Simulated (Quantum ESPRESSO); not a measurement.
Input and output of a self-consistent single point for Cl (P1, 4 atoms in the cell) (Quantum ESPRESSO).

Level of theory: LDA (PZ), GBRV 1.5 ultrasoft (LDA) pseudopotentials (plane waves; Quantum ESPRESSO 7.5).

```
CELL_PARAMETERS angstrom
      2.24000    -3.12000     0.00000
      2.24000     3.12000     0.00000
      0.00000     0.00000     8.26000
ATOMIC_POSITIONS crystal
  Cl 0.88260 0.88360 0.89136
  Cl 0.61927 0.62147 0.40179
  Cl 0.37489 0.37869 0.60781
  Cl 0.12325 0.11624 0.09904
```

Reference input (self-consistent single point, DFT, PBE, plane waves, GBRV 1.5 ultrasoft (PBE) pseudopotentials): ecutwfc = 40 Ry; ecutrho = 200 Ry; occupations = smearing; smearing = fermi-dirac; degauss = 0.000734986 Ry; potentials = {Cl: cl_pbe_v1.4.uspp.F.UPF}; K_POINTS = automatic 5 5 2 0 0 0; conv_thr = 1e-09 Ry; mixing_beta = 0.4. This run's input differs from it in these lines:

```diff
@@ -23,3 +23,3 @@
 ATOMIC_SPECIES
-Cl    35.4500  cl_pbe_v1.4.uspp.F.UPF
+Cl    35.4500  cl_lda_v1.4.uspp.F.UPF
 ATOMIC_POSITIONS crystal
```

Log, with long lists cut:

```
     Self-consistent Calculation

     iteration #  1     ecut=    40.00 Ry     beta= 0.40

     Threshold (ethr) on eigenvalues was too large:
     Diagonalizing with lowered threshold

     negative rho (up, down):  5.865E-02 0.000E+00

     total energy              =    -133.13261101 Ry
     estimated scf accuracy    <       0.09693597 Ry

     iteration #  2     ecut=    40.00 Ry     beta= 0.40

     negative rho (up, down):  5.849E-02 0.000E+00

     total energy              =    -133.12451860 Ry
     estimated scf accuracy    <       0.02414648 Ry

     iteration #  3     ecut=    40.00 Ry     beta= 0.40

     negative rho (up, down):  5.840E-02 0.000E+00

     total energy              =    -133.12685157 Ry
     estimated scf accuracy    <       0.00034542 Ry

   [... 5 blocks of this kind left out ...]

     iteration #  9     ecut=    40.00 Ry     beta= 0.40

     negative rho (up, down):  5.822E-02 0.000E+00

     total energy              =    -133.12702076 Ry
     estimated scf accuracy    <          2.2E-09 Ry

     iteration # 10     ecut=    40.00 Ry     beta= 0.40

     negative rho (up, down):  5.822E-02 0.000E+00
     End of self-consistent calculation

     the Fermi energy is     1.2723 ev

!    total energy              =    -133.12702076 Ry
     estimated scf accuracy    <          9.8E-10 Ry
     smearing contrib. (-TS)   =       0.00000000 Ry
     internal energy E=F+TS    =    -133.12702076 Ry

     convergence has been achieved in  10 iterations

     negative rho (up, down):  5.822E-02 0.000E+00

     Forces acting on atoms (cartesian axes, Ry/au):

     atom    1 type  1   force =     0.00440862   -0.00037167    0.00365535
     atom    2 type  1   force =    -0.00625003   -0.00004742    0.00461461
     atom    3 type  1   force =     0.00599265   -0.00010143   -0.00506046
     atom    4 type  1   force =    -0.00415123    0.00052052   -0.00320950

     Total force =     0.013514     Total SCF correction =     0.000096

     negative rho (up, down):  5.822E-02 0.000E+00
          total   stress  (Ry/bohr**3)                   (kbar)     P=      -24.37
  -0.00018486   0.00000085   0.00000834          -27.19        0.13        1.23
   0.00000085  -0.00008124   0.00000086            0.13      -11.95        0.13
   0.00000834   0.00000086  -0.00023091            1.23        0.13      -33.97

   JOB DONE.
```

The run converged in 10 iterations. Against the reference run the pressure goes from 0.65 to -2.44 GPa, the largest force goes from 0.065 to 0.202 eV/Å and the gap on the mesh goes from 2.438 to 2.274 eV. The full log also holds: “c_bands:  1 eigenvalues not converged”.

The starting cell has typed, rounded lattice constants, without a prior relaxation at this level. Its atoms were displaced at random from the sites of space group no. 64.
